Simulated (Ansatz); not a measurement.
Structures of equal composition on the (100) surface of rock-salt TiC: Sc on all Ti sites of the second plane; Sc on all Ti sites of the top plane. The slabs share one bottom face, and each structure is named by its start. These are constructed structures in small cells; real faces may alloy, dewet or reconstruct in larger ones, and not all known structures of the face are among them. Slabs of about 10 Å, Fermi-Dirac smearing of 0.1 eV. Bottom of the slabs: a bare face, its two planes held. Relaxed from the named starts with such symmetry as they have, on meshes of like density; energies extrapolated to zero smearing; spin only where a row says so; no spin-orbit coupling, no U. Brackets mark spin-polarised runs, whose order is one that fits the cell.

Calculation: r2SCAN, at the PBE geometry (plane waves to 500 eV, PAW; Ansatz, a program for electronic structure).

### Question
Rank these by energy per 1x1 cell (lowest first), as r2SCAN, at the PBE geometry gives it.

### Answer
Sc on all Ti sites of the top plane (0.000 eV), Sc on all Ti sites of the second plane (0.433 eV)
